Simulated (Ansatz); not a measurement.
Consider this model of amorphous Zr20O45Nb2.

```xyz
67
Lattice="9.3663 0.0096 -0.1030 0.0096 9.7995 -0.1501 -0.1030 -0.1501 9.4407" Properties=species:S:1:pos:R:3 pbc="T T T"
Zr     5.9925     7.3036     1.0567
Zr     5.7309     5.9917     4.9441
Zr     0.5646     6.2600     0.8887
Zr     9.0181     2.0467     5.4108
Zr     6.9826     3.7735     2.7573
Zr     3.8122     6.1706     7.3372
Zr     5.5951     2.8173     7.1011
Zr     5.4614     0.8359     0.8099
Zr     8.7081     7.1027     3.8899
Zr     0.8609     8.6560     6.5882
Zr     0.9689     3.6172     2.8866
Zr     8.5315     2.9654     9.2224
Zr     5.3780     9.1247     3.8464
Zr     2.2392     2.2066     8.5813
Zr     6.4934     9.0545     7.0762
Zr     4.2914     4.5269     0.9193
Zr     0.4607     4.9085     6.8237
Zr     2.4575     9.0681     0.1054
Zr     1.5695     9.6800     3.3180
Zr     2.8099     6.7638     3.4155
O      1.3585     3.0052     0.7079
O      4.9224     7.0252     3.0355
O      2.4792     7.7124     7.7430
O      8.4090     9.4475     6.7177
O      8.9116     9.1255     3.0147
O      7.8583     1.2457     0.6281
O      7.2317     2.5445     5.9907
O      8.1430     7.1574     1.7029
O      9.1402     5.0609     8.6448
O      2.2840     4.8278     7.3409
O      4.7196     6.0562     9.1667
O      5.4162     7.3872     6.6238
O      0.9777     0.4812     5.4108
O      6.5073     9.3030     2.0411
O      0.8671     5.7616     3.0567
O      3.5903     6.1555     5.1689
O      2.4972     5.6644     0.9173
O      6.0864     5.2698     1.6230
O      1.9984     8.0049     1.9450
O      6.9181     7.7741     4.5789
O      6.8086     3.4341     8.5678
O      8.5625     2.4624     3.4187
O      3.3776     8.8810     3.9316
O      1.2526     7.8504     4.5672
O      0.6874     3.7809     5.0862
O      4.7747     1.1966     3.2461
O      6.9266     8.4132     9.1279
O      8.6987     4.2398     1.5569
O      5.3564     4.8071     6.6072
O      0.9149     0.3711     1.4519
O      3.1141     4.1958     2.9009
O      3.3918     1.1496     0.4748
O      0.3570     8.1287    -0.0833
O      5.5854     0.8709     8.2257
O      4.4347     8.7123     0.6567
O      0.2883     2.7177     7.5358
O      3.9888     3.2800     8.6593
O      1.6398     0.3218     8.0681
O      3.7984     2.4515     5.8300
O      5.3918     3.9505     4.0879
O      9.2142     6.7236     6.0876
O      5.5488     2.8192     1.5342
O      2.0979     1.9372     3.4644
O      7.5578     5.3192     4.0719
O      5.7436     0.2613     5.6623
Nb     3.9125     2.6570     4.0136
Nb     8.5460     9.2874     1.0637
```

All values below come from PBE, scalar-relativistic without spin-orbit coupling (plane waves to 420 eV, PAW; Ansatz, a first-principles code).

A CHGNet melt-quench gave the starting glass, which DFT then relaxed. O atoms were pushed apart under 1.9 Å during the dynamics, to hinder bonds among them. The hot cell started wider than the set density and was brought back towards it in steps. It is the lowest in DFT energy of 2 quenches. It is a model cell: composition and starting density were chosen by hand, and all elements were melted together. No dispersion term was used. Its density started from a set value of 5.23 and ended at 5.23 g/cm³. The quench (nominally 300 K/ps over its main leg) was far faster than any real one, so the model tends to hold more defects than a real film. A cell of this size samples the disorder only roughly. The volume was held where the preparation left it and the shape relaxed, at a PBE pressure of 0.1 GPa.

Cut-offs for bonds: Zr-Zr 3.41 Å, Zr-O 3.00 Å, Zr-Nb 3.27 Å, O-O 1.58 Å, O-Nb 2.53 Å, Nb-Nb 3.12 Å. Two cations that share two anions don't count as bonded, nor two that share one unless they lie closer than Zr-Zr 3.32 Å, Zr-Nb 3.18 Å, Nb-Nb 3.04 Å.

Give the coordination numbers, mean bond lengths and angles.


```
Property                                                                   Value
---------------------------------  ---------------------------------------------
Mean coordination of Zr by anions  6.60 (1 with 5, 8 with 6, 9 with 7, 2 with 8)
Mean coordination of O                     3.20 (3 with 2, 30 with 3, 12 with 4)
Mean coordination of Nb by anions                      6.00 (1 with 5, 1 with 7)
Mean Zr-O bond                             2.191 Å (spread 0.196 Å, 132 counted)
Mean O-Nb bond                              2.036 Å (spread 0.132 Å, 12 counted)
Bond angle at Zr                                       mean 101.8°, spread 29.6°
Bond angle at O                                        mean 113.8°, spread 18.2°
Bond angle at Nb                                       mean 102.3°, spread 27.0°
```

List the pairs of like atoms that count as bonded by the rules above.

There are none by these rules.
